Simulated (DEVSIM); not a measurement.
Structure: abrupt CdTe n-p junction, at 300 K.

| layer (left to right) | material | thickness (μm) | Nd (cm⁻³) | Na (cm⁻³) | τn (s) | τp (s) |
|---|---|---|---|---|---|---|
| 1 | CdTe | 53.0 | 6.6e15 | - | 4.2e-8 | 4.2e-8 |
| 2 | CdTe | 2.80 | - | 2.8e16 | 4.2e-8 | 4.2e-8 |

Left contact: ohmic. Right contact: ohmic. Voltage is applied to the left contact. Recombination: SRH at mid-gap, radiative, Auger. Mobility is μmin + (μ − μmin)/(1 + (N/Nref)^α).

This is a model device: material constants are rounded textbook-type values typed into the input, and sizes, dopings and lifetimes were drawn at random. Values at 300 K; Nc and Nv go as T^1.5, mobilities as T to minus their exponent, the gap by Varshni's rule with the affinity fixed.

```tsv
parameter	CdTe
gap (eV)	1.5
affinity (eV)	4.28
permittivity	10.2
Nc (cm⁻³)	8e17
Nv (cm⁻³)	1.8e19
μn (cm²/Vs)	1000
μp (cm²/Vs)	80
μn,min	100
μp,min	10
Nref,n	1e17
Nref,p	1e17
αn	0.6
αp	0.6
T exponent of μn	1.7
T exponent of μp	1.5
B (cm³/s)	1e-10
Cn (cm⁶/s)	1e-30
Cp (cm⁶/s)	1e-30
Varshni α (eV/K)	0.00031
Varshni β (K)	108
```

Model (solved in DEVSIM): 1D drift-diffusion, Boltzmann statistics, complete ionisation; no tunnelling, impact ionisation, image-force lowering or self-heating.

Base results: largest field in the device at zero bias (V/cm) 47000; potential step across the device at zero bias (V) 1.209; dark forward voltage at 1 A/cm² (V) 1.095.

Question: What follows from this one change: thickness of layer 1 53 → 160 μm?

Answer: largest field in the device at zero bias little changed (47000 V/cm); potential step across the device at zero bias little changed (1.209 V); dark forward voltage at 1 A/cm² 1.095 → 1.108 V.

Question: What follows from this one change: minority lifetime in layer 1 4.2e-08 → 1.3e-06 s?

Answer: largest field in the device at zero bias little changed (47000 V/cm); potential step across the device at zero bias little changed (1.209 V); dark forward voltage at 1 A/cm² 1.095 → 1.101 V.

Question: What follows from this one change: thickness of layer 2 2.8 → 0.56 μm?

Answer: largest field in the device at zero bias little changed (47000 V/cm); potential step across the device at zero bias little changed (1.209 V); dark forward voltage at 1 A/cm² 1.095 → 1.061 V.

Question: What follows from this one change: temperature 300 → 400 K?

Answer: largest field in the device at zero bias 47000 → 43000 V/cm; potential step across the device at zero bias 1.209 → 1.053 V; dark forward voltage at 1 A/cm² 1.095 → 0.908 V.

Question: What follows from this one change: constant mobility in place of the doping-dependent one?

Answer: largest field in the device at zero bias little changed (47000 V/cm); potential step across the device at zero bias little changed (1.209 V); dark forward voltage at 1 A/cm² 1.095 → 1.088 V.
